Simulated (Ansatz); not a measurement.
Base system: SrTiO3 in the cubic perovskite structure (space group Pm-3m, No. 221; a = 3.891 Å). Axes: x, y, z lie along the cube axes.

Method: PBEsol/PAW in Ansatz (a first-principles code), no spin-orbit coupling.

It is then changed as follows: the cell is compressed by 3.00 % along z with no lateral relaxation; the atoms relax in the strained cell.

Task: Predict the stress tensor and what it implies for the stiffness.

Result: Stress of the strained cell less that of the base (GPa, compression positive):
```
   3.35    0.00    0.00
   0.00    3.35    0.00
   0.00    0.00   12.33
```

Then −Δσ_ii/ε with ε = -0.0300 gives secant stiffness values (nonlinear terms included at this strain): C33 ≈ 411 GPa, C13 ≈ 112 GPa and C23 ≈ 112 GPa.

As a check, the harmonic strain energy −½ V₀ Δσ:ε is 14 meV/atom; the computed energy rise is 13 meV/atom.

Stability against distortions was not tested. The final runs are not spin-polarised. Many cubic perovskites are stable only at high temperature; tilts and polar distortions were not tested.
